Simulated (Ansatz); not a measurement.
fcc Al (1 1 0) on zinc-blende GaP (1 1 0) (film strained to the substrate, started from cuts of the bulks and a machine-learned relaxation; slabs Ga8P8 and Al16, which can lie off the formulas)

A periodic stack without vacuum, fcc Al (1 1 0) on zinc-blende GaP (1 1 0) (film strained to the substrate, started from cuts of the bulks and a machine-learned relaxation; slabs Ga8P8 and Al16, which can lie off the formulas): substrate slab Ga8P8, film Al16, surface cells [[0, -1], [1, -1]] and [[1, 0], [1, 2]], film strained by -3.7 and -3.7 %, outermost planes GaP/GaP and Al/Al as cut, which need not be the usual terminations and can put a slab off its formula.

The start was prepared with a machine-learned potential, and the result is one local minimum, with the in-plane cell held and forces under 0.04 eV/Å; the film can end far from its bulk form.

The numbers are results of PBE (plane waves to 420 eV, PAW; Ansatz, an electronic-structure program), not measurements. No spin–orbit coupling; the runs are not spin-polarised; PBE gaps are too small against experiment. Its k-point mesh 10×6×1, Fermi–Dirac width 0.05 eV.

The interface area is 21.4 Å². The period is 28.52 Å and the heights between the nearest atoms of the two slabs at the two interfaces comes out as 2.18 and 2.18 Å. The Al–Ga contacts across the interfaces within 1.22 times the sum of covalent radii is 2, mean 2.62 Å. The Al–P contacts across the interfaces within 1.22 times the sum of covalent radii comes out as 2, mean 2.40 Å. The hole barrier (PBE) comes out as 0.49 eV and the electron barrier (PBE) comes out as 1.09 eV.

```
Al2GaP
1.0
    3.89382     0.00040    -0.06768
    3.89491     5.50659     0.04615
   -1.79621    -1.70263    28.52322
Ga P Al
8 8 16
Cartesian
  2.52087   0.39638   3.09529
  4.45577   3.27655   1.14365
  2.59225   0.32768   6.98167
  4.50678   3.11601   5.06216
  2.65927   0.24258  10.87202
  4.57306   3.04087   8.95136
  2.70481   0.24026  14.79125
  4.64986   2.95038  12.83386
  2.50509   1.82217   1.18399
  4.46558   4.54423   3.15247
  2.55927   1.74458   5.06146
  4.53938   4.45826   7.03362
  2.62619   1.66529   8.95531
  4.60681   4.37785  10.92532
  2.70426   1.59383  12.83599
  4.65527   4.30157  14.79271
  3.60165   2.40626  18.51577
 -0.25732  -0.36834  18.49183
  5.42183   3.73661  16.99688
  1.71346   1.04243  17.07953
 -0.23587  -0.35688  21.51164
  3.68171   2.37882  21.49553
  1.68960   1.00849  20.03312
  5.59719   3.77811  20.05551
  3.72098   2.37850  24.44947
 -0.18926  -0.38205  24.43026
  5.64367   3.75462  22.96639
  1.72899   1.01793  22.99356
 -0.02319  -0.46368  27.49143
  3.69464   2.35943  27.40070
  1.79523   0.97232  25.99429
  1.78990  -1.75576  25.92295
```
